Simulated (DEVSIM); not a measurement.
Structure: Pd/SiON/p-InP capacitor, at 450 K.

Layer 1 from the left is SiON, thickness (nm) 29.0. Layer 2 from the left is InP, thickness (nm) 2900, Na (cm⁻³) 4.6e16.

Metal gate on the left, work function 5.2 eV. Fixed charge at the semiconductor interface 3.4e10 cm⁻² (in units of +e); no interface traps.

This is a model device: material constants are rounded textbook-type values typed into the input, and sizes, dopings and lifetimes were drawn at random. Values at 300 K; Nc and Nv go as T^1.5, mobilities as T to minus their exponent, the gap by Varshni's rule with the affinity fixed.

SiON: gap (eV) 7, affinity (eV) 1.4, permittivity 5.5. InP: gap (eV) 1.344, affinity (eV) 4.38, permittivity 12.5, Nc (cm⁻³) 5.7e17, Nv (cm⁻³) 1.1e19, Varshni α (eV/K) 0.000363, Varshni β (K) 162.

Model (solved in DEVSIM): 1D Poisson equation in equilibrium, Boltzmann statistics, complete ionisation; no quantum confinement or tunnelling. Metal contacts follow the ideal Schottky-Mott rule: no Fermi-level pinning, no interface dipoles.

### Question
What does the simulation give for the minimum of the low-frequency capacitance?

### Answer
minimum of the low-frequency capacitance 0.0520 μF/cm².
